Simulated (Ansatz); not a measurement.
```xyz
2
Lattice="0.0000 2.2603 2.2603 2.2603 0.0000 2.2603 2.2603 2.2603 0.0000" Properties=species:S:1:pos:R:3 pbc="T T T"
Ga     0.0000     0.0000     0.0000
N      1.1301     1.1301     1.1301
```

No spin polarisation.

All numbers come from PBEsol/PAW in Ansatz (a program for electronic structure), without spin-orbit coupling. k-mesh 13×13×13 (Γ-centred); smearing 0.05 eV (Fermi–Dirac).

### Question
Estimate the space group.

### Answer
F-43m (No. 216).

### Question
Estimate the band gap.

### Answer
1.61 eV.

### Question
What is the computed gap character?

### Answer
Direct at Γ.

### Question
What electron mass does the calculation give?

### Answer
0.15 mₑ (at Γ).

The cells carry an imposed strain or load. Effective masses come from finite differences of ±0.01 Å⁻¹. Whether these cells are dynamically stable was not tested. The cell was made from GaN in the zinc blende structure (space group F-43m, No. 216) by this change: isotropic strain +0.50 %. This is not the structure that GaN has at room temperature and ambient pressure.
